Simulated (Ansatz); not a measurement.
# Ta: energy against volume

Ta (bcc, Im-3m, 17.681 Å³/atom and stress up to 0.01 GPa in the relaxed cell, cube axes along x, y and z) under an equal strain ε along all three axes. PBEsol in Ansatz, a plane-wave DFT program (PAW, default set), 420 eV, 28×28×28 Γ-centred mesh, Fermi-Dirac smearing 0.10 eV.

Here V stands for volume and E for E less E0.

| volume (Å³/atom) | E less E0 (meV/atom) | pressure (GPa) |
|---|---|---|
| 16.6411 | 41.89 | 14.02 |
| 16.8971 | 22.95 | 10.19 |
| 17.1557 | 9.81 | 6.59 |
| 17.4170 | 2.23 | 3.19 |
| 17.6809 | 0.00 | 0.00 |
| 17.9474 | 2.89 | -3.00 |
| 18.2166 | 10.69 | -5.83 |
| 18.4885 | 23.21 | -8.48 |
| 18.7631 | 40.25 | -10.98 |
| 19.3204 | ? | ? |

Taking the third-order Birch-Murnaghan form, a cubic in V^(-2/3) for E over the 9 complete rows: With u = V^(-2/3) - 0.147, the rows have u = 0.006419, 0.004865, 0.003335, 0.001828, 0.000343, -0.001119, -0.002560, -0.003979, -0.005378. Least squares gives E = 0.223 - 1057.4·u + 1182182·u² - 960189·u³. Residuals (row less fit): -0.002, 0.002, 0.001, -0.005, 0.001, 0.002, -0.004, 0.002, -0.001; standard error 0.003 (degrees of freedom: 5). Its minimum lies at u = 0.000447, so V0 = (0.147447)^(-3/2) = 17.66. There d²E/du² = 2362000 and d³E/du³ = -5761000, so B0 = (4/9) × 17.66^(-7/3) × 2362000 × 0.160218 = 207 GPa (the last factor turns the table's units into GPa), and B0' = 4 + (2/3) × 0.147447 × (-5761000)/2362000 = 3.8. B0' rests on the cubic coefficient alone and has a standard error of 0.1 from these residuals.

Problem. Estimate the missing E (V = 19.3204); what did the run itself give?

Solution. u = -0.008115, so E = 0.223 - 1057.4 × (-0.008115) + 1182182 × (-0.008115)² - 960189 × (-0.008115)³ = 87.167 meV/atom. The calculation gives 87.19 meV/atom, 0.023 meV/atom above the prediction (0.0 % of the range of E in the table). The row lies outside the fitted rows, so this is an extrapolation. The scatter of the fitted rows lies at the last printed digit.

In a metal these values are sensitive to mesh and smearing; energies are taken to zero smearing, stresses follow the free energy. Other structures, which can take over under pressure, weren't tried. The same form fitted to the pressure column gives B0' = 3.7; series where the two differ by over 0.4 aren't shown. Rows are the converged runs of the series near zero and its far end, less any whose ions stayed unrelaxed beside relaxed ones; series whose fitted rows scatter by over a few per cent of the range, as at a crossing or softening among them, aren't shown in this form.
